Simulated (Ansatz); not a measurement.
## Cr in the simple cubic structure (space group Pm-3m, No. 221; non-magnetic; a hypothetical phase, not in the database extracts checked)

Space group Pm-3m (No. 221); a = 2.3403 Å, b = 2.3403 Å, c = 2.3403 Å, α = 90.00°, β = 90.00°, γ = 90.00°

```
atom  site  symmetry       x       y       z
----  ----  --------  ------  ------  ------
Cr      1a      m-3m  0.0000  0.0000  0.0000
```

Calculations: Ansatz (a first-principles code) PBE, without spin-orbit coupling. k-mesh 20×20×20 (Γ-centred); smearing 0.05 eV (Fermi–Dirac).

- Volume per atom: 12.82 Å³
- Density: 6.74 g/cm³
- Band gap: zero
- Total energy: -3376.709 eV/atom (σ→0; compares only within this code and set-up)

Stability against distortions was not tested. Starting moments died away, wholly or in part, for the base; another magnetic solution may exist. The final runs are not spin-polarised.
